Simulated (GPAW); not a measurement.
**GPAW run on NaTlO (P6_3mc, 6 atoms in the cell): self-consistent single point**

Computed with PBEsol, GPAW PAW datasets PBEsol (made by gpaw-setup) (plane waves; GPAW).

This input was run:

```python
from ase import Atoms
from ase.units import GPa
from gpaw import GPAW, PW

atoms = Atoms(['Na', 'Na', 'Tl', 'Tl', 'O', 'O'],
              cell=[[3.484390, 0.000000, 0.000000],
                    [-1.742195, 3.017570, 0.000000],
                    [0.000000, 0.000000, 11.394590]],
              scaled_positions=[[0.666667, 0.333333, 0.893890],
                                [0.333333, 0.666667, 0.393890],
                                [0.333333, 0.666667, 0.115720],
                                [0.666667, 0.333333, 0.615720],
                                [0.000000, 0.000000, 0.990400],
                                [0.000000, 0.000000, 0.490400]],
              pbc=True)

calc = GPAW(mode=PW(950),
            xc='PBEsol',
            kpts={'size': (7, 7, 2), 'gamma': True},
            occupations={'name': 'fixed-uniform'},
            nbands=-6,
            convergence={'bands': -4},
            symmetry={'symmorphic': False, 'tolerance': 0.0005},
            maxiter=120)

atoms.calc = calc

energy = atoms.get_potential_energy()
print('Energy (eV):', round(energy, 6))
forces = atoms.get_forces()
print('Forces (eV/Ang):')
print(forces.round(5))
stress = atoms.get_stress()
print('Stress (GPa, Voigt):', (stress / GPa).round(4))
```

Output, abridged:

```
Input parameters:
  convergence: {bands: -4}
  kpts: {gamma: True,
         size: (7, 7, 2)}
  maxiter: 120
  mode: {ecut: 950.0,
         name: pw}
  nbands: -6
  occupations: {name: fixed-uniform}
  symmetry: {symmorphic: False,
             tolerance: 0.0005}
  xc: PBEsol

species:
  Na:
    name: Sodium
    Z: 11.0
    valence: 7
    core: 4
    charge: 0.0
    file: Na.PBEsol.gz

    # Using partial waves for Na as LCAO basis

  Tl:
    name: Thallium
    Z: 81.0
    valence: 13
    core: 68
    charge: 0.0
    file: Tl.PBEsol.gz

    # Using partial waves for Tl as LCAO basis

  O:
    name: Oxygen
    Z: 8.0
    valence: 6
    core: 2
    charge: 0.0
    file: O.PBEsol.gz

    # Using partial waves for O as LCAO basis

Reference energy: -1112676.895291  # eV

Spin-paired calculation

Convergence criteria:
 Maximum [total energy] change in last 3 cyles: 0.0005 eV / valence electron
 Maximum integral of absolute [dens]ity change: 0.0001 electrons / valence electron
 Maximum integral of absolute [eigenst]ate change: 4e-08 eV^2 / valence electron
 Maximum number of scf [iter]ations: 120

Symmetries present (total): 12
Symmetries with fractional translations: 6
98 k-points: 7 x 7 x 2 Monkhorst-Pack grid + [0.000000,0.000000,1/4]
16 k-points in the irreducible part of the Brillouin zone
       k-points in crystal coordinates                weights
   0:     0.00000000    0.00000000    0.00000000          1/98
   1:     0.00000000    0.00000000    0.50000000          1/98
   2:     0.14285714    0.00000000    0.00000000          6/98
   [... 7 lines left out ...]
          ...
  15:     0.42857143    0.42857143    0.50000000          6/98

Wave functions: Plane wave expansion
  Cutoff energy: 950.000 eV
  Number of coefficients (min, max): 7940, 7990
  Pulay-stress correction: 0.000000 eV/Ang^3 (de/decut=0.000000)

Occupation numbers: # Uniform distribution of occupation numbers

Eigensolver

Densities:
  Coarse grid: 25*25*84 grid
  Fine grid: 50*50*168 grid
  Total Charge: 0.000000

Density mixing:
  Method: separate
  Backend: pulay
  Linear mixing parameter: 0.05
  old densities: 5
  Damping of long wavelength oscillations: 50

Hamiltonian:
  XC and Coulomb potentials evaluated on a 50*50*168 grid
  External potential:
    NoExternalPotential

XC parameters: PBEsol with 2 nearest neighbor stencil

Number of atoms: 6
Number of atomic orbitals: 40
Number of bands in calculation: 32
Number of valence electrons: 52
Bands to converge: 28

Density initialized from atomic densities
  32 bands from LCAO basis set

Atomic positions and initial magnetic moments

Positions:
   0 Na     1.742197    1.005856   10.185510    ( 0.0000,  0.0000,  0.0000)
   1 Na    -0.000002    2.011714    4.488215    ( 0.0000,  0.0000,  0.0000)
   2 Tl    -0.000002    2.011714    1.318582    ( 0.0000,  0.0000,  0.0000)
   3 Tl     1.742197    1.005856    7.015877    ( 0.0000,  0.0000,  0.0000)
   4 O      0.000000    0.000000   11.285202    ( 0.0000,  0.0000,  0.0000)
   5 O      0.000000    0.000000    5.587907    ( 0.0000,  0.0000,  0.0000)

Unit cell:
           periodic     x           y           z      points  spacing
  1. axis:    yes    3.484390    0.000000    0.000000    25     0.1207
  2. axis:    yes   -1.742195    3.017570    0.000000    25     0.1207
  3. axis:    yes    0.000000    0.000000   11.394590    84     0.1356

  Lengths:   3.484390   3.484390  11.394590
  Angles:   90.000000  90.000000 120.000002

Effective grid spacing dv^(1/3) = 0.1317

     iter     time        total  log10-change:
                         energy   eigst   dens
iter:   1 --:--:--   -29.878026   -0.02
iter:   2 --:--:--   -28.261745   -1.12  -1.10
iter:   3 --:--:--   -25.363799   -0.49  -1.15
iter:   4 --:--:--   -25.668127   -1.79  -1.40
iter:   5 --:--:--   -25.273077   -1.47  -1.41
iter:   6 --:--:--   -25.206215   -1.65  -1.86
iter:   7 --:--:--   -25.232095   -2.37  -2.11
iter:   8 --:--:--   -25.201762   -1.89  -2.00
iter:   9 --:--:--   -25.192203   -3.58  -2.38
iter:  10 --:--:--   -25.194279c  -3.26  -2.58
iter:  11 --:--:--   -25.192724c  -3.30  -2.81
iter:  12 --:--:--   -25.192016c  -4.29  -3.00
iter:  13 --:--:--   -25.192009c  -5.48  -3.54
iter:  14 --:--:--   -25.192008c  -5.98  -3.54
iter:  15 --:--:--   -25.191996c  -5.47  -3.60
iter:  16 --:--:--   -25.191994c  -6.39  -3.73
iter:  17 --:--:--   -25.191997c  -5.99  -3.76
iter:  18 --:--:--   -25.191995c  -6.99  -4.02c
iter:  19 --:--:--   -25.191991c  -6.71  -4.09c
iter:  20 --:--:--   -25.191991c  -6.80  -4.24c
iter:  21 --:--:--   -25.191991c  -8.05c -5.04c

Converged after 21 iterations.

Dipole moment: (0.000000, -0.000000, 8.706580) |e|*Ang

Energy contributions relative to reference atoms: (reference = -1112676.895291)

Kinetic:        +33.707452
Potential:      -31.579554
External:        +0.000000
XC:             -27.731186
Entropy (-ST):   +0.000000
Local:           +0.411297
SIC:             +0.000000
--------------------------
Free energy:    -25.191991
Extrapolated:   -25.191991

Showing only first 2 kpts
 Kpt  Band  Eigenvalues  Occupancy
  0    24      2.12601    2.00000
  0    25      2.27555    2.00000
  0    26      3.82831    0.00000
  0    27      5.77611    0.00000

  1    24      2.12538    2.00000
  1    25      2.12538    2.00000
  1    26      4.75947    0.00000
  1    27      4.75947    0.00000

Fermi level: 3.34833

Gap: 0.960 eV
Transition (v -> c):
  (s=0, k=12, n=25, [0.43, 0.29, 0.00]) -> (s=0, k=0, n=26, [0.00, 0.00, 0.00])
Direct/indirect transitions are different
Direct gap: 1.553 eV
Transition at: (s=0, k=0, n=25, [0.00, 0.00, 0.00])
Energy (eV): -25.191991

Forces in eV/Ang:
  0 Na   -0.00000   -0.00000   -0.05700
  1 Na   -0.00000    0.00000   -0.05700
  2 Tl   -0.00000   -0.00000   -0.12676
  3 Tl    0.00000    0.00000   -0.12676
  4 O     0.00000    0.00000    0.18363
  5 O     0.00000   -0.00000    0.18363

Stress tensor:
     0.003907     0.000000    -0.000000
    -0.000000     0.003907     0.000000
    -0.000000     0.000000     0.001217
Stress (GPa, Voigt): [ 0.626   0.626   0.1949  0.     -0.      0.    ]
```

The run converged in 21 iterations. GPAW prints stress with tension positive.

At such cutoffs GPAW's stress carries a finite-basis (Pulay) error, which enters relaxed cells too; its log prints stress with tension positive.

The starting cell comes from a database of computed structures (which also holds hypothetical and non-ambient phases and stackings), without a prior relaxation at this level. Spin-orbit coupling is off.

Cost on one core of a shared machine: roughly 40 s.
